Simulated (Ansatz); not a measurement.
Base system: TiO₂ in the anatase structure (space group I4_1/amd, No. 141; a = 3.799 Å, c = 9.701 Å).

Computed with DFT with PBE, PAW potentials and a 420 eV plane-wave cutoff in Ansatz (an electronic-structure program), without spin-orbit coupling.

Before the change:

| Item | Result |
|---|---|
| Band gap | 2.13 eV |

Now apply this change: an isotropic linear strain of +3.00 %, atoms relaxed at fixed cell.

Estimate the effect on the energy relative to the base.

The energy increases by 50 meV/atom.

Predict the new band gap.

The band gap drops by 0.10 eV, from 2.13 eV to 2.03 eV.

Semilocal Kohn–Sham gaps tend to fall short of experiment. Stability against distortions was not tested. All final runs are without spin polarisation.
